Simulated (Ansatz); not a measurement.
We consider ZnO2 (Pa-3, No. 205, 12 atoms in the cell; start mp-8484), described by PBEsol (plane waves, PAW; Ansatz, an electronic-structure program).

Settings: plane-wave cutoff 520 eV, 8×8×8 k mesh, Fermi–Dirac smearing 0.01 eV, scalar-relativistic PAW data made under PBE.

Cell (relaxed with PBEsol):

```
CELL_PARAMETERS angstrom
      4.86787     0.00000     0.00000
      0.00000     4.86787     0.00000
      0.00000     0.00000     4.86787
ATOMIC_POSITIONS crystal
  Zn 0.00000 0.50000 0.50000
  Zn 0.50000 0.50000 0.00000
  Zn 0.50000 0.00000 0.50000
  Zn 0.00000 0.00000 0.00000
  O  0.41247 0.08753 0.91247
  O  0.58753 0.91247 0.08753
  O  0.08753 0.91247 0.41247
  O  0.91247 0.08753 0.58753
  O  0.91247 0.41247 0.08753
  O  0.08753 0.58753 0.91247
  O  0.58753 0.58753 0.58753
  O  0.41247 0.41247 0.41247
```

Problem. Give the computed band gap, smallest direct gap on the k points sampled and Γ–Γ gap.

Solution. 
- band gap: 2.23 eV (indirect)
- smallest direct gap on the k points sampled: 2.37 eV
- Γ–Γ gap: 2.93 eV

Static lattice: no zero-point or thermal effects.

A start named mp-… is a Materials Project structure, which need not be a measured phase.
